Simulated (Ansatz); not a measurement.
Levels about the gap of amorphous In9Ga9Zn9O38Ti (66 atoms in a cell of 847 Å³, 5.70 g/cm³; zone centre alone, so wide bands show as single levels with stretches between that a denser mesh fills), at the geometry that PBE relaxed, where it gives 0.1 GPa on a denser mesh. The participation number counts the atoms over which a state spreads; weights are charges in smoothed Voronoi cells. The levels come from a single point, so bond lengths are those of that geometry. Method of the levels: PBE, scalar-relativistic without spin-orbit coupling (Ansatz, a program for electronic structure). Sampling: the zone centre alone; Fermi-Dirac width 0.02 eV; no spin polarisation. At PBE the levels at the filled edge of the gap are localised (band-tail or defect states).

A CHGNet melt-quench gave the starting glass, which DFT then relaxed. O atoms were pushed apart under 1.9 Å during the dynamics, to hinder bonds among them. The hot cell started wider than the set density and was brought back towards it in steps. It is the lowest in DFT energy of 2 quenches. It is a model cell: composition and starting density were chosen by hand, and all elements were melted together. No dispersion term was used. Its density started from a set value of 5.79 and ended at 5.70 g/cm³. The quench (nominally 210 K/ps over its main leg) was far faster than any real one, so the model tends to hold more defects than a real film. A cell of this size samples the disorder only roughly. Volume and shape were free in the relaxation.

```csv
"E - E(highest filled), eV",filling,participation number,largest on,weight O,weight Ti,weight In,weight Zn
-0.41,filled,14.4,"O, 4 neighbours",0.84,0.01,0.02,0.12
-0.38,filled,19.9,"O, 3 neighbours",0.87,0.00,0.02,0.09
-0.34,filled,18.8,"O, 3 neighbours",0.85,0.00,0.02,0.12
-0.30,filled,27.5,"O, 4 neighbours",0.85,0.00,0.02,0.12
-0.25,filled,17.2,"O, 3 neighbours",0.84,0.00,0.01,0.13
-0.17,filled,7.7,"O, 3 neighbours",0.90,0.01,0.02,0.05
0.00,filled,10.2,"O, 3 neighbours",0.84,0.01,0.01,0.13
0.81,empty,57.9,"In, 6 neighbours",0.52,0.01,0.23,0.13
3.06,empty,3.7,"Ti, 6 neighbours",0.31,0.51,0.14,0.03
3.26,empty,4.8,"Ti, 6 neighbours",0.35,0.45,0.14,0.04
3.39,empty,28.6,"Ti, 6 neighbours",0.52,0.11,0.27,0.07
3.45,empty,19.6,"Ti, 6 neighbours",0.50,0.17,0.25,0.06
3.58,empty,4.0,"Ti, 6 neighbours",0.35,0.49,0.11,0.02
3.73,empty,11.7,"Ti, 6 neighbours",0.45,0.25,0.20,0.06
```

Most localised among these is the empty level at +3.06 eV, on a Ti atom, which has 6 neighbours (O 1.92 Å, O 1.95 Å, O 1.97 Å, O 2.00 Å, O 2.06 Å, O 2.11 Å).
